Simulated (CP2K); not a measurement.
## Several settings converged on Ca (Fm-3m, 1 atom in the cell)

```yaml
crystal:
  lattice:
    - [3.95749, 0.00000, 0.00000]
    - [1.97875, 3.42729, 0.00000]
    - [1.97875, 1.14243, 3.23128]
  atoms:
    - { symbol: Ca, position: [0.00000, 0.00000, 0.00000] }
```

Base method: PBEsol, GPW, TZVP-MOLOPT-SR-GTH basis, GTH-PBE potentials (GTH_POTENTIALS) run with CP2K.

Base settings: CUTOFF = 500 Ry; REL_CUTOFF = 60 Ry; SMEAR/METHOD = GAUSSIAN; SIGMA = 0.1 eV; KPOINTS/SCHEME = MONKHORST-PACK 5 5 5; XC_FUNCTIONAL = PBE:PBESOL; Ca/BASIS_SET = TZVP-MOLOPT-SR-GTH-q10; Ca/POTENTIAL = GTH-PBE-q10; METHOD = GPW; EPS_DEFAULT = 1e-11.

**The k-point mesh at a smearing width of 0.02 eV**

In this ladder: SIGMA = 0.02 eV.

Only quantities that move along the ladder and can be compared are tabulated.

| KPOINTS/SCHEME | free energy less the last step's (meV/atom) | pressure (GPa) |
|---|---|---|
| MACDONALD 4 4 4 0.125 0.125 0.125 | -62.55 | -1.08 |
| MONKHORST-PACK 5 5 5 | 8.25 | -1.46 |
| MACDONALD 6 6 6 0.08333333333 0.08333333333 0.08333333333 | 29.03 | -1.32 |
| MONKHORST-PACK 9 9 9 | 1.03 | -1.06 |
| MONKHORST-PACK 11 11 11 | 0.20 | -1.16 |
| MACDONALD 14 14 14 0.03571428571 0.03571428571 0.03571428571 | -0.84 | -1.11 |
| MACDONALD 16 16 16 0.03125 0.03125 0.03125 | 0.00 | -1.14 |

Coarsest KPOINTS/SCHEME that holds the free energy within 5 meV/atom of the last step, with all finer ones: MONKHORST-PACK 9 9 9; the step before is off by 29 meV/atom.

Coarsest KPOINTS/SCHEME that holds the pressure within 0.2 GPa of the last step, with all finer ones: MACDONALD 6 6 6 0.08333333333 0.08333333333 0.08333333333; the step before is off by 0.31 GPa.

**The width of Fermi-Dirac smearing**

In this ladder: SMEAR/METHOD = FERMI_DIRAC; SIGMA = default; KPOINTS/SCHEME = MACDONALD 8 8 8 0.0625 0.0625 0.0625.

Narrow widths need finer meshes than wide ones, so the last steps can hold mesh noise.

Only quantities that move along the ladder and can be compared are tabulated; pressure and forces are left out, as mesh noise rules them at narrow widths.

```csv
ELECTRONIC_TEMPERATURE,free energy less the last step's (meV/atom),energy extrapolated to zero width less the last step's (meV/atom)
11604.5 K,-1687.05,-184.42
5802.26 K,-459.56,-17.24
3481.36 K,-165.53,-2.57
2320.9 K,-71.47,-2.65
1160.45 K,-15.52,-2.61
580.23 K,0.00,0.00
```

Widest ELECTRONIC_TEMPERATURE that holds the free energy within 5 meV/atom: not settled: the last two steps still differ by 16 meV/atom, over half the tolerance, so the ladder does not show it.

Widest ELECTRONIC_TEMPERATURE that holds the energy extrapolated to zero width within 2 meV/atom: not settled: the last two steps still differ by 2.6 meV/atom, over half the tolerance, so the ladder does not show it.

The extrapolation to zero width removes most of the smearing's effect on the energy.

**The width of cold smearing**

In this ladder: SMEAR/METHOD = MARZARI_VANDERBILT; KPOINTS/SCHEME = MACDONALD 8 8 8 0.0625 0.0625 0.0625.

Narrow widths need finer meshes than wide ones, so the last steps can hold mesh noise.

Only quantities that move along the ladder and can be compared are tabulated; pressure and forces are left out, as mesh noise rules them at narrow widths.

```tsv
SIGMA	free energy less the last step's (meV/atom)
1 eV	-57.22
0.5 eV	-10.82
0.3 eV	-4.39
0.2 eV	-3.02
0.1 eV	-0.57
0.05 eV	0.00
```

Widest SIGMA that holds the free energy within 2 meV/atom of the last step, with all finer ones: 0.1 eV; the step before is off by 3.0 meV/atom.

On the base run: the starting cell has typed, rounded lattice constants, without a prior relaxation at this level. Its lattice was rescaled by up to half a per cent. Values carry the incompleteness of an atom-centred basis. The potentials were made for another functional than the one used.

Left out of this page: 4 runs of the series outside the window shown, repeating another row's setting, or not comparable.
